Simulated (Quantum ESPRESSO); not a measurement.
A self-consistent single point of CdPd (P1, 2 atoms in the cell) with Quantum ESPRESSO.

Method: LDA (PZ), GBRV 1.5 ultrasoft (LDA) pseudopotentials (plane waves; Quantum ESPRESSO).

The change in words: lattice scaled by 0.98. Reference geometry:
```
CELL_PARAMETERS angstrom
      3.03726     0.00000     0.00000
      0.00000     3.03726     0.00000
      0.00000     0.00000     3.69349
ATOMIC_POSITIONS crystal
  Cd 0.98910 0.00840 0.99958
  Pd 0.51090 0.49160 0.50042
```

Reference input (self-consistent single point, DFT, LDA (PZ), plane waves, GBRV 1.5 ultrasoft (LDA) pseudopotentials): ecutwfc = 40 Ry; ecutrho = 320 Ry; occupations = smearing; smearing = fermi-dirac; degauss = 0.0073499 Ry; potentials = {Cd: cd_lda_v1.uspp.F.UPF, Pd: pd_lda_v1.4.uspp.F.UPF}; K_POINTS = automatic 9 9 8 0 0 0; conv_thr = 1e-10 Ry; mixing_beta = 0.4. This run's input differs from it in these lines:

```diff
@@ -26,5 +26,5 @@
 CELL_PARAMETERS {angstrom}
-   3.037260000     0.000000000     0.000000000
-   0.000000000     3.037260000     0.000000000
-   0.000000000     0.000000000     3.693490000
+   2.976515000     0.000000000     0.000000000
+   0.000000000     2.976515000     0.000000000
+   0.000000000     0.000000000     3.619620000
 ATOMIC_POSITIONS {crystal}
```

Output, abridged:

```
     Self-consistent Calculation

     iteration #  1     ecut=    40.00 Ry     beta= 0.40

     negative rho (up, down):  9.428E-02 0.000E+00

     total energy              =    -312.36871567 Ry
     estimated scf accuracy    <       2.88165281 Ry

     iteration #  2     ecut=    40.00 Ry     beta= 0.40

     negative rho (up, down):  9.489E-02 0.000E+00

     total energy              =    -313.21008834 Ry
     estimated scf accuracy    <       1.16234450 Ry

     iteration #  3     ecut=    40.00 Ry     beta= 0.40

     negative rho (up, down):  9.514E-02 0.000E+00

     total energy              =    -313.37886126 Ry
     estimated scf accuracy    <       0.01028074 Ry

   [... 7 blocks of this kind left out ...]

     iteration # 11     ecut=    40.00 Ry     beta= 0.40

     negative rho (up, down):  9.587E-02 0.000E+00

     total energy              =    -313.38158906 Ry
     estimated scf accuracy    <          1.7E-10 Ry

     iteration # 12     ecut=    40.00 Ry     beta= 0.40

     negative rho (up, down):  9.587E-02 0.000E+00
     End of self-consistent calculation

     Number of k-points >= 100: set verbosity='high' to print the bands.

     the Fermi energy is    16.5160 ev

!    total energy              =    -313.38158906 Ry
     estimated scf accuracy    <          9.2E-11 Ry
     smearing contrib. (-TS)   =      -0.00134663 Ry
     internal energy E=F+TS    =    -313.38024242 Ry

     convergence has been achieved in  12 iterations

     negative rho (up, down):  9.587E-02 0.000E+00

     Forces acting on atoms (cartesian axes, Ry/au):

     atom    1 type  1   force =     0.01244049   -0.00965283    0.00092052
     atom    2 type  2   force =    -0.01244049    0.00965283   -0.00092052

     Total force =     0.022307     Total SCF correction =     0.000053

     negative rho (up, down):  9.587E-02 0.000E+00
          total   stress  (Ry/bohr**3)                   (kbar)     P=       -2.93
  -0.00004084  -0.00001766   0.00000184           -6.01       -2.60        0.27
  -0.00001766  -0.00003499  -0.00000143           -2.60       -5.15       -0.21
   0.00000184  -0.00000143   0.00001616            0.27       -0.21        2.38

   JOB DONE.
```

The run converged in 12 iterations. Against the reference run the free energy falls by 26.2 meV/atom, the pressure goes from -8.28 to -0.29 GPa and the largest force goes from 0.303 to 0.406 eV/Å.

The starting cell comes from a database of computed structures (which also holds hypothetical and non-ambient phases and stackings), without a prior relaxation at this level. Its atoms were displaced at random from the sites of space group no. 123. For this run, on top of that: lattice scaled by 0.98. Spin polarisation is off.

Cost on one core of a shared machine: roughly 60 s.
